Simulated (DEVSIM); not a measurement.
Structure: Al0.15Ga0.85As/GaAs n-p heterojunction, at 300 K.

Layer 1 from the left is Al0.15Ga0.85As, thickness (μm) 0.0550, Nd (cm⁻³) 2e17, τn (s) 3.7e-9, τp (s) 3.7e-9. Layer 2 from the left is GaAs, thickness (μm) 1.70, Na (cm⁻³) 3.5e15, τn (s) 3.7e-9, τp (s) 3.7e-9.

Left contact: ohmic. Right contact: ohmic. Voltage is applied to the left contact. Recombination: SRH at mid-gap, Auger. Mobility is μmin + (μ − μmin)/(1 + (N/Nref)^α).

This is a model device: material constants are rounded textbook-type values typed into the input, and sizes, dopings and lifetimes were drawn at random. Values at 300 K.

Al0.15Ga0.85As: gap (eV) 1.611, affinity (eV) 3.9515, permittivity 12.47, Nc (cm⁻³) 5.6e17, Nv (cm⁻³) 9e18, μn (cm²/Vs) 5695, μp (cm²/Vs) 282, μn,min 500, μp,min 20, Nref,n 6e16, Nref,p 1.5e17, αn 0.39, αp 0.38, Cn (cm⁶/s) 1e-30, Cp (cm⁶/s) 1e-30. GaAs: gap (eV) 1.424, affinity (eV) 4.07, permittivity 12.9, Nc (cm⁻³) 4.7e17, Nv (cm⁻³) 9e18, μn (cm²/Vs) 8500, μp (cm²/Vs) 400, μn,min 500, μp,min 20, Nref,n 6e16, Nref,p 1.5e17, αn 0.39, αp 0.38, Cn (cm⁶/s) 1e-30, Cp (cm⁶/s) 1e-30.

Simulated with DEVSIM: 1D drift-diffusion, Boltzmann statistics, complete ionisation; no tunnelling, impact ionisation, image-force lowering or self-heating. Band offsets follow the typed affinities; no thermionic-emission limit at abrupt steps, no polarisation charge.

**Question.** What does the simulation give for the dark forward voltage at 1 A/cm², the dark forward voltage at 100 A/cm²?

**Answer.** dark forward voltage at 1 A/cm² 0.925 V; dark forward voltage at 100 A/cm² 1.050 V.
